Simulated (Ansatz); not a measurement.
Mo: pressure series

Take Mo in the bcc (W type) structure (space group Im-3m, No. 229; a = 3.161 Å) as the base.

Cell and atoms are relaxed at each pressure.

Computed with DFT with PBE, PAW potentials and a 420 eV plane-wave cutoff in Ansatz (an electronic-structure program), no spin-orbit coupling, earlier PAW set.

Notes on the quantities. enthalpy: H = E + PV relative to the base's energy.

```
change            lattice parameter a       enthalpy
----------------  -------------------  -------------
base                          3.161 Å              –
pressure −2 GPa               3.169 Å  -0.20 eV/atom
pressure −1 GPa                   [?]  -0.10 eV/atom
pressure 1.8 GPa              3.154 Å  +0.18 eV/atom
pressure 4.2 GPa              3.144 Å  +0.41 eV/atom
pressure 9 GPa                3.127 Å  +0.87 eV/atom
pressure 18 GPa               3.097 Å  +1.72 eV/atom
pressure 30 GPa               3.063 Å  +2.81 eV/atom
pressure 45 GPa               3.026 Å  +4.13 eV/atom
pressure 60 GPa               2.993 Å  +5.41 eV/atom
```

**Question.** Fill in the withheld entries from the trend.

**Answer.** 
- pressure −1 GPa, lattice parameter a: 3.165 Å

Load acts through the strain it causes; cell and atoms are relaxed under it. Stability against distortions was not tested. Competing high-pressure phases were not computed. The final runs are not spin-polarised.
